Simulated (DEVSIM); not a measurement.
System: abrupt Si p-n junction, at 300 K.

```csv
layer (left to right),material,thickness (μm),Nd (cm⁻³),Na (cm⁻³),τn (s),τp (s)
1,Si,26.0,-,3.3e16,5.7e-6,5.7e-6
2,Si,200,9.7e17,-,5.7e-6,5.7e-6
```

Left contact: ohmic. Right contact: ohmic. Voltage is applied to the left contact. Recombination: SRH at mid-gap. Mobility is μmin + (μ − μmin)/(1 + (N/Nref)^α).

This is a model device: material constants are rounded textbook-type values typed into the input, and sizes, dopings and lifetimes were drawn at random. Values at 300 K; Nc and Nv go as T^1.5, mobilities as T to minus their exponent, the gap by Varshni's rule with the affinity fixed.

```csv
parameter,Si
gap (eV),1.124
affinity (eV),4.05
permittivity,11.7
Nc (cm⁻³),2.86e19
Nv (cm⁻³),3.1e19
μn (cm²/Vs),1417
μp (cm²/Vs),470
"μn,min",52
"μp,min",45
"Nref,n",9.7e16
"Nref,p",2.2e17
αn,0.68
αp,0.72
T exponent of μn,2.3
T exponent of μp,2.2
Varshni α (eV/K),0.000473
Varshni β (K),636
```

Simulated with DEVSIM: 1D drift-diffusion, Boltzmann statistics, complete ionisation; no tunnelling, impact ionisation, image-force lowering or self-heating.

The temperature was swept, all else fixed.

| temperature (K) | potential step across the device at zero bias (V) | dark forward voltage at 100 A/cm² (V) | dark forward voltage at 1 A/cm² (V) |
|---|---|---|---|
| 250 | 0.928 | 0.907 | 0.765 |
| 300 | 0.860 | 0.849 | 0.671 |
| 350 | 0.788 | 0.793 | 0.574 |
| 400 | 0.714 | 0.735 | 0.475 |
| 450 | 0.637 | 0.676 | 0.374 |
| 500 | 0.559 | 0.615 | 0.271 |

From the first row to the last the potential step across the device at zero bias goes from 0.928 to 0.559. From the first row to the last the dark forward voltage at 100 A/cm² goes from 0.907 to 0.615.
